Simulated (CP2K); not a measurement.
Band structure of KTaO3 (Pm-3m, 5 atoms in the cell).

```
KTaO3
1.0
    4.04202     0.00000     0.00000
    0.00000     4.04202     0.00000
    0.00000     0.00000     4.04202
K Ta O
1 1 3
Direct
  0.50000   0.50000   0.50000
  0.00000   0.00000   0.00000
  0.00000   0.50000   0.00000
  0.50000   0.00000   0.00000
  0.00000   0.00000   0.50000
```

Method: PBE, GPW, DZVP-MOLOPT-SR-GTH basis, GTH-PBE potentials (GTH_POTENTIALS) in CP2K.

Settings: CUTOFF = 500 Ry; REL_CUTOFF = 40 Ry; KPOINTS/SCHEME = MONKHORST-PACK 7 7 7; XC_FUNCTIONAL = PBE; K/BASIS_SET = DZVP-MOLOPT-SR-GTH; K/POTENTIAL = GTH-PBE-q9; Ta/BASIS_SET = DZVP-MOLOPT-SR-GTH; Ta/POTENTIAL = GTH-PBE-q13; O/BASIS_SET = DZVP-MOLOPT-SR-GTH; O/POTENTIAL = GTH-PBE-q6; METHOD = GPW; EPS_DEFAULT = 1e-11; EXTRAPOLATION = USE_GUESS; NGRIDS = 5.

The starting cell comes from a database of computed structures (which also holds hypothetical and non-ambient phases and stackings), without a prior relaxation at this level. Its lattice was rescaled by a random factor within 2.5 % of one. Spin-orbit coupling is off. Values carry the incompleteness of an atom-centred basis.

Task: Predict the gap along the standard path and the places of the band edges.

Result: The gap along the path is 2.03 eV, from R to Γ; the smallest direct gap on it is 2.80 eV.

Levels in eV from the top of the valence band on the SCF mesh, bands 17 to 21:
| point | 17 | 18 | 19 | 20 | 21 |
|---|---|---|---|---|---|
| Γ | -0.98 | -0.71 | -0.71 | -0.71 | 2.08 |
| X | -2.04 | -1.41 | -0.91 | -0.91 | 2.24 |
| M | -1.83 | -1.37 | -1.37 | 0.02 | 4.81 |
| R | -3.76 | 0.06 | 0.06 | 0.06 | 6.14 |

Higher empty bands are left out: an atom-centred basis made for the valence describes them poorly.
